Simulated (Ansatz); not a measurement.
Base system: SiC in the wurtzite structure (space group P6_3mc, No. 186; a = 3.0564 Å, c = 5.0158 Å). Axes: x lies along a and z along c of the hexagonal cell.

Level of theory: LDA (Ansatz, an electronic-structure program; PAW; 420 eV plane waves; spin-orbit coupling left out).

Before the change:

| Item | Result |
|---|---|
| Valence-band top at Γ | 0.00, 0.00, -0.11 eV |
| Smallest direct gap | 3.92 eV |

One thing is altered: uniaxial strain ε_xx = −2.40 %, all other strain components held at zero, atoms relaxed at fixed cell.

### Question
What does the calculation give for the valence-band top at Γ, smallest direct gap and stress after the change?

### Answer
The valence-band top at Γ (three highest levels, from the VBM) becomes 0.00, -0.23, -0.37 eV (base: 0.00, 0.00, -0.11 eV); the smallest direct gap grows by 0.09 eV, from 3.92 eV to 4.01 eV; the stress (xx, yy, zz, yz, xz, xy; compression positive) comes out as (13.31, 2.91, 1.49, 0.00, 0.00, 0.00) GPa.

No phonon test of stability was made.
